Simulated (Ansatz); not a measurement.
KZnF3: energy against strain

KZnF3 (cubic perovskite, Pm-3m, 13.308 Å³/atom at rest, cube axes along x, y and z) under a strain ε along a cube axis (axis z), the other axes held. PBEsol in Ansatz, a plane-wave DFT program (PAW, default set), 420 eV, 8×8×8 Γ-centred mesh, Fermi-Dirac smearing 0.05 eV; ions are relaxed within the symmetry of each cell.

Here s stands for strain and y for E less E0.

| strain (%) | E less E0 (meV/atom) |
|---|---|
| -1.20 | 0.87 |
| -0.60 | 0.23 |
| 0.00 | 0.00 |
| 0.60 | 0.23 |
| 1.20 | 0.80 |
| 3.00 | ? |

Question: Using a parabola, estimate the missing y at s = 3.00 from the other rows, showing the fit.

Answer: Least squares gives y = 0.015 - 0.0233·s + 0.5714·s². Residuals (row less fit): 0.004, -0.005, -0.015, 0.023, -0.010; standard error 0.021 (degrees of freedom: 2). Twice the quadratic coefficient over the volume, 2 × 0.5714 meV × 10⁴ × 0.1602 / 13.308 Å³, is the elastic constant C11 = 138 ± 4 GPa. At the withheld row, y = 0.015 - 0.0233 × 3.0 + 0.5714 × 3.0² = 5.088 meV/atom. The calculation gives 4.56 meV/atom, 0.528 meV/atom below the prediction (11.6 % of the range of y in the table). The row lies outside the fitted rows, so this is an extrapolation. From the scatter of the fitted rows alone, a prediction at this place has a standard error of 0.137 meV/atom, so the miss is 3.9 times that.

One order more, fitted to all 11 runs of the series, follows each within 0.02, so the miss is the next term of a smooth law. The primitive cell can neither tilt nor turn polar against its symmetry, as such crystals can under strain. Rows are the converged runs of the series near zero and its far end; series whose fitted rows scatter by over a few per cent of the range, as at a crossing or softening among them, aren't shown in this form. Most that stay on the fit to the last digits aren't either.
